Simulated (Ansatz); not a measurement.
Name crystals whose mean free path at 300 K lies between 9.8 and 15.3 nm and whose resistivity at 300 K lies between 6.3 and 9.9 μΩ·cm, by Ansatz (a first-principles code) with PBEsol, DFPT electron-phonon coupling, linearised Boltzmann equation.

Many crystals can fit; among those computed here:
- LuPd (Pm-3m): 10.6 nm, 8.3 μΩ·cm
- SnAs (Fm-3m): 12.4 nm, 7.8 μΩ·cm
- TaNi3 (I4/mmm): 14.6 nm, 9.9 μΩ·cm
- LiZn (Fd-3m): 12.2 nm, 7.2 μΩ·cm
- CoSi2 (Fm-3m): 10.8 nm, 9.1 μΩ·cm

Metals; harmonic phonons alone scatter; means over directions. The mean free path is weighted by the current that each state carries. Halving the electron mesh moves these values by up to 10 %; q meshes are mostly untested. Some of the runs warned that the eigensolver left states short of its tolerance. Spin-orbit coupling is left out.

Formula and space group known from diffraction (Crystallography Open Database), not checked to be the room-temperature form: LuPd (Pm-3m), SnAs (Fm-3m), TaNi3 (I4/mmm). Treated as nonmagnetic (a ferromagnetic start lost its moment, other orders weren't tried): CoSi2 (Fm-3m), TaNi3 (I4/mmm). The missing spin-orbit coupling matters most for LuPd (Pm-3m), TaNi3 (I4/mmm).
